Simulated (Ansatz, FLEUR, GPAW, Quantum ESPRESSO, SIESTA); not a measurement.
Code comparison for Mn2Ge (P6_3/mmc, 6 atoms in the cell)

Self-consistent single point.

```yaml
crystal:
  lattice:
    - [4.14495, 0.00000, 0.00000]
    - [-2.07248, 3.58963, 0.00000]
    - [0.00000, 0.00000, 5.05503]
  atoms:
    - { symbol: Mn, position: [0.00000, 0.00000, 0.50000], spin: 4.0 }
    - { symbol: Mn, position: [0.00000, 0.00000, 0.00000], spin: 4.0 }
    - { symbol: Mn, position: [0.66667, 0.33333, 0.25000], spin: 4.0 }
    - { symbol: Mn, position: [0.33333, 0.66667, 0.75000], spin: 4.0 }
    - { symbol: Ge, position: [0.66667, 0.33333, 0.75000] }
    - { symbol: Ge, position: [0.33333, 0.66667, 0.25000] }
```
(The spins are starting values, not results.)

Shared settings, as Ansatz (a first-principles code) writes them: kpoints.mp_grid.grid = 5 5 3; scf.occupations.method = gaussian; scf.occupations.width = 0.0037 Ry. Potentials and cutoffs stand in the table.

| code | model | pressure (GPa) | size of the net moment (μB/atom) | cutoff |
|---|---|---|---|---|
| SIESTA | GGA PBEsol, numerical atomic orbitals DZP, PseudoDojo PBEsol standard norm-conserving potentials (rewritten from UPF to PSML) | -2.52 | 1.45 | grid 350 Ry |
| Ansatz | PBEsol, PAW files made with PBE | -5.45 | 1.40 | 30.9 Ry |
| GPAW | PBEsol, GPAW PAW datasets PBEsol (made by gpaw-setup) | -4.04 | 1.40 | 850 eV |
| Quantum ESPRESSO | PBEsol, SSSP 1.1.2 efficiency (PBE) pseudopotentials | -5.52 | 1.41 | 50 Ry |
| FLEUR | PBEsol, all-electron FLAPW (FLEUR), scalar-relativistic valence | – | 1.41 | Kmax 3.8 1/bohr |

A dash marks a value that a program does not give, or that is left out as unsure.

On Ansatz's run: the magnetic order is the one reached from the typed start; others were not searched systematically. The program warned that, by what it read of turns of the moments, another magnetic order lies lower.

The spread over the programs that give each value: pressure within 3.00 GPa; size of the net moment within 0.05 μB/atom.

SIESTA uses small atom-centred bases, whose incompleteness enters pressures, forces and empty levels differently from a plane-wave cutoff. FLEUR treats all electrons, but the usual bases taken here (sphere radii, linearisation, local orbitals, empty states) were not tested for convergence, so the values are no reference for the others. Ansatz's pressure is given at a fixed set of plane waves, as the other plane-wave codes print theirs; with its correction for the finite basis it is -5.22 GPa (the shift of 0.24 GPa shows how far the cutoff is from converged). In the pressure, SIESTA (by 2.93) and GPAW (by 1.42) lie more than 1 GPa from the median of the plane-wave programs.

The shared mesh is coarse (it stands for a supercell whose shortest vector is 15 Å), so the values are not converged in it.

The starting cell comes from a database of computed structures (which also holds hypothetical and non-ambient phases and stackings), without a prior relaxation at this level. Its lattice was rescaled by a random factor within 2.5 % of one.

Keys are those of Ansatz 0.2.
